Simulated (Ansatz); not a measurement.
## A self-consistent single point of CuI (F-43m, 2 atoms in the cell) with Ansatz

Computed with PBE (plane waves, PAW; Ansatz, a quantum-chemistry and plane-wave program).

Input:

Ansatz 0.2 input:
```yaml
crystal:
  lattice:
    - [0.000000, 3.025000, 3.025000]
    - [3.025000, 0.000000, 3.025000]
    - [3.025000, 3.025000, 0.000000]
  atoms:
    - { symbol: Cu, position: [0.000000, 0.000000, 0.000000] }
    - { symbol: I, position: [0.250000, 0.250000, 0.250000] }
basis:
  ecutwfc: 420.0
kpoints:
  mp_grid:
    grid: [5, 5, 5]
hamiltonian:
  xc: pbe
  pseudopotentials:
    kind: paw
scf:
  occupations:
    method: fermi_dirac
    width: 0.01
output:
  forces: true
  eigenvalues: true
  stress: true
```

Output (repeated stretches shortened):

```
Pseudopotentials: kind: paw
Pseudopotential: Cu, paw, valence charge 19
Pseudopotential: I, paw, valence charge 17
Crystal: 2 atoms, lattice volume = 55.361 Å³
Basis set: ecut = 420 eV, 1067 PW (Γ), exchange–correlation on 60×60×60 points (8 copies of the dense FFT grid, shifted against one another)
Bands: 22, of which v1, the nominal top of the filled ones, is band 18 counted from 1 (17 counted from 0)
Symmetry: 24 space group operations
Space group: F-43m (ITA 216), of the structure as read, at distance tolerance 3.8e-5 Å
k-points: 10 of 125 (time reversal used)
Initial density: superposition of atomic densities (neutral atoms: chi_scale 0, normalization atom), corrected by the library's trained network
Initial wavefunctions: pseudopotential atomic-orbital guess
Eigensolver: davidson
Functional: x = pbe(κ = 0.804, μ = 0.2195149727645171), c = pbe(β = 0.06672455060314922)
SCF iter   1: F=—  HF=-14138.356325 eV  |F-HF|=—  |Δ(HF+E_count)|=         —  Δρ=1.38e-3  dr2=7.06e-4  ethr=1.77e-3  ⟨swp⟩=6.4  Hψ=1093  notcnv=0
all-band conjugate gradients solve this SCF's bands
preconditioner: auto → none
SCF iter   2: F=—  HF=-14138.356614 eV  |F-HF|=—  |Δ(HF+E_count)|=   2.89e-4  Δρ=2.27e-3  dr2=1.77e-3  ethr=1.96e-6  ⟨swp⟩=3.0  Hψ=608  notcnv=0
SCF iter   3: F=—  HF=-14138.356205 eV  |F-HF|=—  |Δ(HF+E_count)|=   4.10e-4  Δρ=1.86e-4  dr2=1.32e-5  ethr=1.96e-6  ⟨swp⟩=2.0  Hψ=421  notcnv=0
SCF iter   4: F=—  HF=-14138.356235 eV  |F-HF|=—  |Δ(HF+E_count)|=   3.06e-5  Δρ=6.72e-5  dr2=1.41e-6  ethr=3.67e-8  ⟨swp⟩=2.0  Hψ=332  notcnv=0
SCF iter   5: F=—  HF=-14138.356242 eV  |F-HF|=—  |Δ(HF+E_count)|=   7.30e-6  Δρ=2.22e-5  dr2=2.84e-7  ethr=3.92e-9  ⟨swp⟩=2.0  Hψ=322  notcnv=0
SCF iter   6: F=-14138.356243 eV  HF=-14138.356243 eV  |F-HF|=7.99e-9  |Δ(HF+E_count)|=   6.13e-7  Δρ=3.40e-6  dr2=4.66e-9  ethr=2.78e-10  ⟨swp⟩=6.9  Hψ=1045  notcnv=0
SCF 1 converged in 6 iterations: F = -14138.356243 eV  dr2 = 4.66e-9
SCF converged after 6 iterations
Free energy (F): -14138.356243 eV
Harris-Foulkes:  -14138.356243 eV  (|F-HF|=7.99e-9)
Internal energy: -14138.356243 eV  (E = F + TS)
E sigma→0 (E₀):  -14138.356243 eV
Fermi energy:    8.827879 eV
--- Per-component energies (eV) ---
  E_band       = -864.710258
  E_kinetic    = 489.572735
  E_local      = -7607.533862  (includes V_loc(G=0)·N_el)
  E_nonlocal   = 313.620852
  E_hartree    = 3536.700314
  E_xc         = -215.318372
  E_vxc        = -241.158695  (∫ρ·V_xc dr)
  E_paw        = -6492.340499  (= ΣΔE_a)
  E_vpaw       = -892.611444  (= ΣTr[D̂ρ^β])
  E_aug_tail   = 0.000274  (compensation charges beyond the density's cutoff)
  E_ewald      = -4163.057685
  E_smearing   = -0.000000  (= −TS)
  E_closure    = -0.000000  (closes the sum)
  Σ components = -14138.356243   (vs F -14138.356243, Δ=0.00e0)
--- Forces (eV/Å), atoms counted from 1 ---
  atom   1  Cu     0.00000000     0.00000000    -0.00000000
  atom   2  I     -0.00000000     0.00000000    -0.00000000
  max |Σ_I F_I| component: 1.85e-17 eV/Å
--- Stress (GPa, compression-positive) ---
        0.649501      -0.000000      -0.000000
        0.000000       0.649501       0.000000
       -0.000000       0.000000       0.649501
  P = ⅓ Tr σ = 0.6495 GPa (6.495 kbar)
  The stress holds the Pulay correction. Without it, at fixed plane waves, as pw.x and ABINIT print it: P = 0.6049 GPa
--- Band table (eV; the first three rows and the last of 10) ---
  k-point 0: bands = ["-103.2532", "-60.6671", "-60.6671", "-60.6671", "-37.5014", "-37.5014", "-37.5014", "-37.4964", "-37.4964", "-5.8086", "4.5728", "4.5728", "4.5728", "6.3775", "6.3775", "8.2540", "8.2540", "8.2540", "9.3908", "13.1206", [...]
  k-point 1: bands = ["-103.2533", "-60.6671", "-60.6671", "-60.6671", "-37.5014", "-37.5013", "-37.5013", "-37.4964", "-37.4964", "-5.6307", "3.8736", "4.5851", "4.5851", "6.3673", "6.3673", "7.1956", "7.9873", "7.9873", "10.4416", "13.3068", [...]
  k-point 2: bands = ["-103.2533", "-60.6672", "-60.6671", "-60.6671", "-37.5014", "-37.5011", "-37.5011", "-37.4964", "-37.4964", "-5.3071", "2.7905", "4.5953", "4.5953", "6.3939", "6.3939", "6.5325", "7.6003", "7.6003", "10.4365", "13.7020", [...]
  k-point 9: bands = ["-103.2533", "-60.6671", "-60.6671", "-60.6671", "-37.5014", "-37.5011", "-37.5009", "-37.4965", "-37.4962", "-5.1045", "3.0240", "3.8481", "4.4562", "6.3239", "6.3386", "6.5571", "6.6771", "7.0738", "12.3913", "12.6999", [...]
```

The run converged in 6 iterations.

The starting cell has typed, rounded lattice constants, without a prior relaxation at this level. Spin-orbit coupling is off. Ansatz's pressure includes its estimate of the finite-basis (Pulay) stress.
